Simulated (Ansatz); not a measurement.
GeSiC2 (model structure, started from the AlGaN2 type, P-4m2, No. 115, 4 atoms in the cell), treated with G0W0@HSE06 (Ansatz, a first-principles code, hard PAW, contour deformation).

The same calculation (at the PBEsol cell, 11.085 Å³/atom) with different numerical settings; throughout: k mesh 2×2×2:

```csv
run,response cutoff (eV),empty bands,quasiparticle gap on the mesh (eV),quasiparticle gap at Γ (eV),rough time
1,100,185,2.109,2.523,100 core-s
2,150,340,2.244,2.653,3 core-min
3,200,523,2.309,2.716,6 core-min
4,250,731,2.344,2.749,10 core-min
5,300,961,2.363,2.767,20 core-min
6,400,1480,2.385,2.787,40 core-min
```

In the column quasiparticle gap on the mesh (eV) the first row differs from the last by -0.276 and the next to last by -0.022.

The last row is no converged limit: other settings stay fixed.

Spin–orbit coupling is not included.

Note: filled d or f shells below the valence bands can shift G0W0 gaps through exchange with them, which wasn't tested here. Note: GW on a hybrid start was not checked against another program.

A model structure was made by putting elements into a prototype or built by hand; it is no filed structure, need not be a known phase, and can be a saddle point held by its symmetry.
